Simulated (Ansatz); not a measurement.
Start from GaS in the beta-GaS type structure (space group P6_3/mmc, No. 194; a = 3.5344 Å, c = 15.0412 Å; layered, stacked along the Cartesian z axis).

The change: Se takes the place of S on all its sites, then cell and atoms are relaxed.

Levels (all Ansatz, a first-principles code, PAW, earlier PAW set): PBEsol-D3(BJ) (420 eV, spin-orbit coupling left out); PBEsol+SOC (420 eV, with spin-orbit coupling).

The geometry is relaxed with PBEsol-D3(BJ).

| Property | Value |
|---|---|
| PBEsol-D3(BJ) valence-band top at Γ | 0.00, -1.24, -1.24 eV |
| PBEsol-D3(BJ) smallest direct gap | 0.93 eV |
| PBEsol-D3(BJ) band gap | 0.82 eV |

Problem. How does going to PBEsol+SOC change the valence-band top at Γ, smallest direct gap and band gap?

Solution. The valence-band top at Γ (three highest Kramers pairs, from the VBM) changes from 0.00, -1.24, -1.24 eV to 0.00, -1.12, -1.26 eV; the smallest direct gap drops by 0.02 eV, from 0.93 eV to 0.91 eV; the band gap shrinks by 0.03 eV to 0.79 eV.

Single points use the geometry relaxed with PBEsol-D3(BJ). The spin-orbit shifts are approximate. No phonon test of stability was made.
